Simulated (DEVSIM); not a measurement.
Structure: abrupt GaSb n-p junction, at 250 K.

```tsv
layer (left to right)	material	thickness (μm)	Nd (cm⁻³)	Na (cm⁻³)	τn (s)	τp (s)
1	GaSb	1.60	1.9e15	-	3e-9	3e-9
2	GaSb	0.300	-	1.4e17	3e-9	3e-9
```

Left contact: ohmic. Right contact: ohmic. Voltage is applied to the left contact. Recombination: SRH at mid-gap, Auger. Mobility is constant in doping.

The device is made up for the run: typed textbook-type constants, with dimensions and the other settings drawn at random. Values at 300 K; Nc and Nv go as T^1.5, mobilities as T to minus their exponent, the gap by Varshni's rule with the affinity fixed.

```csv
parameter,GaSb
gap (eV),0.726
affinity (eV),4.06
permittivity,15.7
Nc (cm⁻³),2.1e17
Nv (cm⁻³),1.8e19
μn (cm²/Vs),5000
μp (cm²/Vs),850
T exponent of μn,2
T exponent of μp,1.7
Cn (cm⁶/s),5e-30
Cp (cm⁶/s),5e-30
Varshni α (eV/K),0.00042
Varshni β (K),140
```

Simulated with DEVSIM: 1D drift-diffusion, Boltzmann statistics, complete ionisation; no tunnelling, impact ionisation, image-force lowering or self-heating.

The minority lifetime in layer 1 was swept, all else fixed.

```csv
minority lifetime in layer 1 (s),dark forward voltage at 1 A/cm² (V)
9e-11,0.338
3e-10,0.349
9e-10,0.356
3e-9,0.360
9e-9,0.362
3e-8,0.363
9e-8,0.363
```

From the first row to the last the dark forward voltage at 1 A/cm² goes from 0.338 to 0.363.
